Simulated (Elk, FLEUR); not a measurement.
A FLEUR input for a self-consistent single point of BeS (F-43m, 2 atoms in the cell) (DFT, PBEsol, all-electron FLAPW (FLEUR), scalar-relativistic valence):

Input of the input generator:

```
BeS crystal
&input film=f /
-0.0000000000 4.6014831135 4.6014831135
4.6014831135 -0.0000000000 4.6014831135
4.6014831135 4.6014831135 -0.0000000000
1.0
1.0 1.0 1.0

2
4 0.0000000000 0.0000000000 0.0000000000
16 0.2500000000 0.2500000000 0.2500000000

&comp jspins=1 /
&exco xctyp='PBEs' /
&kpt div1=12 div2=12 div3=12 gamma=t /
&end /
```

```xml
<?xml version="1.0" encoding="UTF-8" standalone="no"?>
<fleurInput fleurInputVersion="0.39">
   <comment>
      BeS crystal                                                                                         
   </comment>
   <calculationSetup>
      <cutoffs Kmax="4.7" Gmax="14.1" GmaxXC="14.1" numbands="0"/>
      <scfLoop itmax="100" minDistance="0.00001" maxIterBroyd="15" imix="Anderson" alpha="0.05" precondParam="0.0" spinf="2.0"/>
      <coreElectrons ctail="T" frcor="F" kcrel="0" coretail_lmax="0"/>
      <xcFunctional name="PBEs" relativisticCorrections="F"/>
      <magnetism jspins="1"/>
      <soc l_soc="F" theta="0.0" phi="0.0" spav="F"/>
      <expertModes spex="0" secvar="F"/>
      <geometryOptimization l_f="T" forcealpha="1.0" forcemix="BFGS" epsdisp="0.00001" epsforce="0.00001"/>
      <ldaU l_linMix="F" mixParam="0.05" spinf="1.0"/>
   </calculationSetup>
   <cell>
      <bzIntegration valenceElectrons="8.0" mode="hist" fermiSmearingEnergy="0.00073499">
         <kPointListSelection listName="default-1"/>
         <!-- k-points included here -->
         <xi:include xmlns:xi="http://www.w3.org/2001/XInclude" href="kpts.xml"> </xi:include>
      </bzIntegration>
      <!-- symmetry operations included here -->
      <xi:include xmlns:xi="http://www.w3.org/2001/XInclude" href="sym.xml"> </xi:include>
      <bulkLattice scale="1.0">
         <bravaisMatrix>
            <row-1>    0.0000000000000000     4.6014831134999996     4.6014831134999996</row-1>
            <row-2>    4.6014831134999996     0.0000000000000000     4.6014831134999996</row-2>
            <row-3>    4.6014831134999996     4.6014831134999996     0.0000000000000000</row-3>
         </bravaisMatrix>
      </bulkLattice>
   </cell>
   <atomSpecies>
      <species name="Beryllium (Be)" element="Be" atomicNumber="4">
         <mtSphere radius="1.69" gridPoints="595" logIncrement="0.017"/>
         <atomicCutoffs lmax="8" lnonsphr="6"/>
         <electronConfig flipSpins="F">
            <coreConfig>(1s1/2)</coreConfig>
            <valenceConfig>(2s1/2)</valenceConfig>
         </electronConfig>
         <energyParameters s="2" p="2" d="3" f="4"/>
      </species>
      <species name="Sulfur (S)" element="S" atomicNumber="16">
         <mtSphere radius="1.95" gridPoints="687" logIncrement="0.017"/>
         <atomicCutoffs lmax="8" lnonsphr="6"/>
         <electronConfig flipSpins="F">
            <coreConfig>(1s1/2) (2s1/2) (2p1/2) (2p3/2)</coreConfig>
            <valenceConfig>(3s1/2) (3p1/2) (3p3/2)</valenceConfig>
            <stateOccupation state="(3p1/2)" spinUp="0.6666666666667" spinDown="0.6666666666667"/>
            <stateOccupation state="(3p3/2)" spinUp="1.3333333333333" spinDown="1.3333333333333"/>
         </electronConfig>
         <energyParameters s="3" p="3" d="3" f="4"/>
      </species>
   </atomSpecies>
   <atomGroups>
      <atomGroup species="Beryllium (Be)">
         <relPos label="                   1">.0000000000 .0000000000 .0000000000</relPos>
         <force calculate="T" relaxXYZ="TTT"/>
      </atomGroup>
      <atomGroup species="Sulfur (S)">
         <relPos label="                   2">1.000/4.000 1.000/4.000 1.000/4.000</relPos>
         <force calculate="T" relaxXYZ="TTT"/>
      </atomGroup>
   </atomGroups>
   <output dos="F" band="F" slice="F">
      <checks vchk="F" cdinf="F"/>
      <bandDOS minEnergy="-.5*Htr" maxEnergy="0.5*Htr" sigma="0.015" storeEVData="T"/>
      <vacuumDOS vacdos="F" integ="F" star="F" nstars="0" locx1="0.0" locy1="0.0" locx2="0.0" locy2="0.0" nstm="0" tworkf="0.0"/>
      <unfoldingBand unfoldBand="F" supercellX="1" supercellY="1" supercellZ="1"/>
      <plotting iplot="0" polar="F">
         <plot TwoD="T" vec1="  1.0  0.0  0.0" vec2="  0.0  1.0  0.0" vec3="  0.0  0.0  1.0" zero="  0.0  0.0  0.0" file="plot"/>
      </plotting>
      <chargeDensitySlicing numkpt="0" minEigenval="0.0" maxEigenval="0.0" nnne="0" pallst="F"/>
      <specialOutput eonly="F"/>
      <magneticCircularDichroism mcd="F" energyLo="-10.0" energyUp="0.0"/>
   </output>
  <!-- We include the file relax.xml here to enable relaxations (see documentation) -->
  <xi:include xmlns:xi="http://www.w3.org/2001/XInclude" href="relax.xml"> <xi:fallback/> </xi:include>
</fleurInput>
```

Write the same calculation as an input for Elk.

This is the input that was run; spellings and numerical settings could be chosen otherwise.

```
tasks
  0

xctype
  22

rgkmax
  7.5

gmaxvr
  14.0

nxlo
  2

lorbcnd
  .true.

lmaxi
  2

swidth
  0.000734986

maxscl
  100

avec
    0.0000000000    4.6014831135    4.6014831135
    4.6014831135    0.0000000000    4.6014831135
    4.6014831135    4.6014831135    0.0000000000

sppath
  './'

atoms
  2
  'Be.in'
  1
  0.0000000000  0.0000000000  0.0000000000    0.0 0.0 0.0
  'S.in'
  1
  0.2500000000  0.2500000000  0.2500000000    0.0 0.0 0.0

ngridk
  12 12 12
```

Basis settings and potentials, where a program has them, do not carry over. This input uses DFT, PBEsol, all-electron FP-LAPW, Elk's shipped species files, APW+lo basis with extra local orbitals. Both were run: gap on the mesh 2.959 eV in FLEUR and 2.940 in Elk.

On Elk: the starting cell has typed, rounded lattice constants, without a prior relaxation at this level. Values depend on the basis (sphere radii, cutoffs, local orbitals), which need not be converged.

On FLEUR: the starting cell has typed, rounded lattice constants, without a prior relaxation at this level. Values depend on the basis (sphere radii, cutoffs, local orbitals), which need not be converged.
